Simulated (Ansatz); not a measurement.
# MoS2: pressure series

Start from MoS2 in the 3R-MoS2 type structure (space group R3m, No. 160; layered, stacked along the Cartesian z axis).

```
CELL_PARAMETERS angstrom
      1.57661     0.91026     5.99789
     -1.57661     0.91026     5.99789
      0.00000    -1.82051     5.99789
ATOMIC_POSITIONS crystal
  Mo 0.00002 0.00002 0.00002
  S  0.75353 0.75353 0.75353
  S  0.57975 0.57975 0.57975
```

Cell and atoms are relaxed at each pressure.

The values are results of PBE-D3(BJ), PAW, 420 eV (Ansatz, a quantum-chemistry and plane-wave program; without spin-orbit coupling), earlier PAW set, not measurements.

Computed cases, in order: pressure −2 GPa; pressure −1 GPa; 0 GPa (base); pressure 3 GPa; pressure 7 GPa; pressure 15 GPa; pressure 30 GPa; pressure 50 GPa; pressure 75 GPa; pressure 100 GPa.

### Question
Between which two neighbouring cases does the band gap open or close?

### Answer
Between pressure 15 GPa (0.07 eV) and pressure 30 GPa (zero). The whole series: pressure −2 GPa: 1.06 eV; pressure −1 GPa: 0.88 eV; 0 GPa (base): 0.77 eV; pressure 3 GPa: 0.55 eV; pressure 7 GPa: 0.36 eV; pressure 15 GPa: 0.07 eV; pressure 30 GPa: zero; pressure 50 GPa: zero; pressure 75 GPa: zero; pressure 100 GPa: zero.

A case with no gap was solved on a k-mesh chosen for an insulator, which is coarse for it. Load acts through the strain it causes; cell and atoms are relaxed under it. Whether these cells are dynamically stable was not tested. No other phases were tried under pressure. The final runs are not spin-polarised. The zero or small gap of MoS2 under pressure 15 GPa, MoS2 under pressure 30 GPa and MoS2 under pressure 50 GPa can change with the level of theory.
